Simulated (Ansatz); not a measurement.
Base system: AlAs in the zinc blende structure (space group F-43m, No. 216; a = 5.674 Å). Axes: x, y, z lie along the cube axes.

All numbers come from Ansatz (an electronic-structure program) PBEsol, without spin-orbit coupling, earlier PAW set.

Strains are applied to the cell and any free atomic positions relax; under biaxial strain the out-of-plane vector relaxes too.

One change was made to it. Results:

The pressure (mean of the normal stresses, compression positive) falls by 2.984 GPa (0.01 GPa → -2.98 GPa); the energy rises by 33 meV/atom; the valence-band top at Γ (three highest levels, from the VBM) goes from 0.00, 0.00, 0.00 eV to 0.00, -0.41, -0.41 eV.

### Question
Which change produced these results?
A) biaxial strain +4.88 %, plane normal [001], relaxed out of plane
B) uniaxial strain ε_yy = +0.55 %
C) biaxial strain +1.75 %, plane normal [110], relaxed out of plane
D) tensor shear ε_xz = +3.36 %
E) biaxial strain −0.51 %, plane normal [001], relaxed out of plane

### Answer
A, biaxial strain +4.88 %, plane normal [001], relaxed out of plane. For comparison, the energy relative to the base in the other runs: biaxial strain +1.75 %, plane normal [110], relaxed out of plane gives +6.3 meV/atom; uniaxial strain ε_yy = +0.55 % gives +0.2 meV/atom; biaxial strain −0.51 %, plane normal [001], relaxed out of plane gives +0.4 meV/atom; tensor shear ε_xz = +3.36 % gives +17 meV/atom.

A biaxial case was relaxed in a doubled cell and then solved in the primitive one. The levels and masses belong to the bands next to the band gap. Whether these cells are dynamically stable was not tested.
